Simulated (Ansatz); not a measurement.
We consider CsCl-type LiH (model structure), described by HSE06 (plane waves, PAW; Ansatz, a program for electronic structure).

Run with plane-wave cutoff 500 eV, 8×8×8 k mesh, gaussian smearing 0.02 eV, scalar-relativistic PAW data made under PBE.

Cell (relaxed at this level):

```xyz
2
Lattice="2.4944 0.0000 0.0000 0.0000 2.4944 0.0000 0.0000 0.0000 2.4944" Properties=species:S:1:pos:R:3 pbc="T T T"
Li     0.0000     0.0000     0.0000
H      1.2472     1.2472     1.2472
```

**Question.** What does this level give for the band gap?

**Answer.** 
- band gap = 1.41 eV (on the SCF k mesh)

Note: the relaxation could raise the start's symmetry but not lower it, so the cell can be a saddle point.

A model structure was made by putting elements into a prototype or built by hand; it is no filed structure, need not be a known phase, and can be a saddle point held by its symmetry.
